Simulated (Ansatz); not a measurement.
Base system: KMgF₃ in the cubic perovskite structure (space group Pm-3m, No. 221; a = 3.991 Å). Axes: x, y, z lie along the cube axes.

All numbers come from PBEsol (Ansatz, an electronic-structure program, PAW, without spin-orbit coupling).

For the base:

The shortest interatomic distance comes out as 1.996 Å.

Now apply this change: tensile biaxial strain of 0.60 % in the plane normal to [001], as in epitaxy on a mismatched substrate; the out-of-plane cell vector and the atoms relax.

**Question.** What happens to the shortest interatomic distance?

**Answer.** The shortest interatomic distance shrinks by 0.007 Å, from 1.996 Å to 1.989 Å.

**Question.** What does the calculation give for the in-plane stress after the change?

**Answer.** The mean in-plane stress (compression positive) amounts to -0.9 GPa.

**Question.** What does the calculation give for the energy relative to the base after the change?

**Answer.** The energy grows by 0.4 meV/atom.

**Question.** How does this affect the out-of-plane strain?

**Answer.** The out-of-plane strain comes out as -0.33 %.

Whether these cells are dynamically stable was not tested.
